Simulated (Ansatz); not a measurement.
A one-dimensional Pb body, 11 atoms a period, stretched and compressed along its axis from its relaxed period of 11.242 Å, atoms relaxed at each length.

```xyz
11
Lattice="14.5000 0.0000 0.0000 0.0000 15.0000 0.0000 0.0000 0.0000 11.2417" Properties=species:S:1:pos:R:3 pbc="T T T"
Pb     8.9659     7.5000     0.0000
Pb     6.0669     8.8239     1.0220
Pb     6.9648     5.7661     2.0439
Pb     8.6878     8.4471     3.0659
Pb     5.5333     7.9935     4.0879
Pb     7.9418     5.9065     5.1098
Pb     7.9418     9.0935     6.1318
Pb     5.5333     7.0065     7.1538
Pb     8.6878     6.5529     8.1758
Pb     6.9648     9.2339     9.1977
Pb     6.0669     6.1761    10.2197
```

These are PBE (plane waves to 420 eV, PAW; Ansatz, an electronic-structure program) values and carry that method's errors. Mesh 1×1×6. No spin polarisation. One-dimensional cell, images about 11 Å apart. A hypothetical model. Symmetry and one short period hold its shape; lower forms weren't sought. Pairing along the axis, which can open a gap, is among the distortions not tried. Values not marked SOC lack spin–orbit coupling. On relaxing, bonds broke or formed, so the name tells the start alone. Buckling under compression is shut out by symmetry and the short period. Energies are free energies at a Fermi–Dirac width of 0.05 eV, from the unstrained cell.

```tsv
strain (%)	energy (meV a period)	axial force (nN)
-3.0	+97	-1.08
-1.5	+19	-0.42
0.0	0	0.00
+1.5	+14	+0.25
+3.0	+56	+0.57
+6.0	+248	+1.26
```
